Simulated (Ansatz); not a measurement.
Take GaN in the zinc blende structure (space group F-43m, No. 216) as the base.

```yaml
crystal:
  lattice:
    - [0.00000, 2.24895, 2.24895]
    - [2.24895, 0.00000, 2.24895]
    - [2.24895, 2.24895, 0.00000]
  atoms:
    - { symbol: Ga, position: [0.00000, 0.00000, 0.00000] }
    - { symbol: N, position: [0.25000, 0.25000, 0.25000] }
```

Cartesian axes are those of the cell as printed.

Method: r2SCAN (Ansatz, an electronic-structure program), no spin-orbit coupling.

Perturbation: a pure shear with ε_xy = ε_yx = 0.0114, atoms relaxed at fixed cell.

Problem. Predict the stress tensor and what it implies for the stiffness.

Solution. Stress of the strained cell less that of the base (GPa, compression positive):
```
   0.05   -3.68    0.00
  -3.68    0.05    0.00
   0.00    0.00   -0.01
```

Then −Δσ/γ with γ = 2ε = 0.0228 gives relaxed-ion elastic constants: C66 ≈ 161 GPa.

Stability against distortions was not tested. This is not the structure that GaN has at room temperature and ambient pressure.
